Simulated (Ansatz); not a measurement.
The starting structures come from a database of crystals and need not be the phases stable at ambient conditions.

 Where the default PAW files enter, the runs use the earlier of Ansatz's two default sets.

Given:

```yaml
crystal:
  lattice:
    - [5.69705, 0.00000, 0.00000]
    - [0.06557, 5.69667, 0.00000]
    - [2.81574, -2.84834, 4.00517]
  atoms:
    - { symbol: Sr, position: [0.75000, 0.75000, 0.50000] }
    - { symbol: Sr, position: [0.25000, 0.25000, 0.50000] }
    - { symbol: Zn, position: [0.50000, 0.50000, 0.00000] }
    - { symbol: Mo, position: [0.00000, 0.00000, 0.00000] }
    - { symbol: O, position: [0.72171, 0.27829, 0.47910] }
    - { symbol: O, position: [0.27829, 0.72171, 0.52090] }
    - { symbol: O, position: [0.79919, 0.20081, 0.92252] }
    - { symbol: O, position: [0.20081, 0.79919, 0.07748] }
    - { symbol: O, position: [0.76019, 0.76019, 0.00000] }
    - { symbol: O, position: [0.23981, 0.23981, 0.00000] }
```

Space group of this cell: I4/m. The cell is taken as given; by r2SCAN its mean pressure is -7.5 GPa.

Transport runs along the normal of the first two printed cell vectors, the (110) plane of the conventional cell.

The gap is the functional's own. No spin-orbit coupling. Mid-gap values are interpolated on the energy grid.

Task: State the band gap and the smallest decay constant κ at mid-gap according to Ansatz (a first-principles code) with r2SCAN.

Result: Gap 2.45 eV on a 8×8×8 mesh; κ = 0.300 1/Å, at (0.500, 0.000) of the in-plane reciprocal vectors. At the zone centre, at the nearest computed energy, the slowest state has κ = 0.44 1/Å.
